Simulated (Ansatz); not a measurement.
GaN (P6_3mc), Ansatz (a first-principles code) with r2SCAN with spin-orbit coupling, rigid bands: Condition of this run: biaxial stress in the c plane of -16 GPa (compression positive) (the target of the relaxation). band gap 1.75 eV, N_c = 1.60e18 cm⁻³ and N_v = 2.23e19 cm⁻³ at 300 K, conductivity masses along z (a = (3.33, 0.00, 0.00) Å; b = (-1.66, 2.88, 0.00) Å; c = (0.00, 0.00, 5.07) Å) of 0.165 mₑ (electrons) and 0.282 mₑ (holes). Take k_BT = 0.02585 eV.

Q: Find the intrinsic carrier density and the intrinsic Fermi level.

A: n_i = √(N_c N_v) exp(−E_g/2k_BT) = 5.97e18 × exp(−33.85) = 1.2e4 cm⁻³. The level lies (k_BT/2) ln(N_v/N_c) = 34 meV from mid-gap (positive towards the conduction band). Each 0.1 eV added to the gap lowers n_i by a factor of 6.9.

Q: A film of it is 5 nm thick, with its normal along the direction named. Estimate the confinement energies in an infinite well.

A: ħ²π²/(2m t²) = 0.376 eV·nm²/(m/mₑ × t²) gives 91.2 meV for electrons and 53.3 meV for holes, so the gap would widen to about 1.89 eV. Finite barriers and nonparabolic bands lower this, and with several valleys or bands the heaviest mass along the normal sets the lowest level, not this average.

Q: What built-in voltage has an abrupt junction with N_A = 1e16 and N_D = 1e17 cm⁻³, all dopants ionised?

A: V_bi = E_g/e − (k_BT/e) ln(N_c N_v/(N_A N_D)) = 1.75 − 0.02585 × 10.48 = 1.48 V. It follows the computed gap one for one.

Rigid, parabolic bands with the computed gap; masses take one relaxation time for all states. Geometry: cell and atoms relaxed with PBEsol.
